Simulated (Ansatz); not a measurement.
The structure below was relaxed with plane-wave PAW DFT at the PBE-D3(BJ) level (Ansatz, a program for electronic structure, 420 eV), no spin-orbit coupling, at pressure −1 GPa.

```xyz
6
Lattice="3.1589 0.0000 0.0000 -1.5795 2.7357 0.0000 0.0000 0.0000 12.3091" Properties=species:S:1:pos:R:3 pbc="T T T"
Mo     1.5795     0.9119     9.2318
Mo     0.0000     1.8238     3.0773
S      1.5795     0.9119     4.6424
S      0.0000     1.8238    10.7969
S      0.0000     1.8238     7.6667
S      1.5795     0.9119     1.5122
```

**Question.** Find the space group and the Wyckoff positions.

**Answer.** Space group P6₃/mmc (No. 194); a = b = 3.159 Å, c = 12.309 Å, α = β = 90.00°, γ = 120.00°

```tsv
atom	site	symmetry	x	y	z
Mo	2c	-6m2	0.3333	0.6667	0.2500
S	4f	3m.	0.6667	0.3333	0.1228
```

Load acts through the strain it causes; cell and atoms are relaxed under it. Whether these cells are dynamically stable was not tested. The cell was made from MoS₂ (space group P6_3/mmc, No. 194; layered, stacked along the Cartesian z axis) by this change: pressure −1 GPa.
